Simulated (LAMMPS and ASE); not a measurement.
Interatomic potentials scored against PBE on 5 thermal frames of Si60As4 melt, 64 atoms, from DFT MD at 1670 K and 0 GPa (started from the melt; by its diffusion the run was liquid).

Reference: DFT, PBE, plane waves, Ansatz's default PAW set, run with Ansatz at one k-point, whose own sampling error enters the misses (most for metals); rms force 0.88 eV/Å, static pressure -0.6 GPa, which carries the basis error of a finite cutoff. Potentials ran in LAMMPS and ASE. The MPtrj networks were trained on PBE and PBE+U, and their training set holds relaxations of crystals, many of these compositions among them. Potentials trained on another functional, or fitted to measurement, also carry the gap between that and the reference.

- CHGNet 0.3.0: CHGNet 0.3.0, trained on MPtrj (PBE and PBE+U)
- SevenNet-0: SevenNet-0, trained on MPtrj
- SevenNet-l3i5: SevenNet-l3i5, trained on MPtrj
- CHGNet r2SCAN: CHGNet transfer-learned on r2SCAN data

```csv
potential,force RMSE (eV/Å),RMSE over rms force,force correlation,relative energy RMSE (meV/atom),static pressure miss (GPa)
SevenNet-l3i5,0.21,0.24,0.97,10,-1.1
SevenNet-0,0.24,0.27,0.96,10,-0.9
CHGNet 0.3.0,0.24,0.27,0.96,11,-0.3
CHGNet r2SCAN,0.34,0.39,0.93,17,-2.7
```
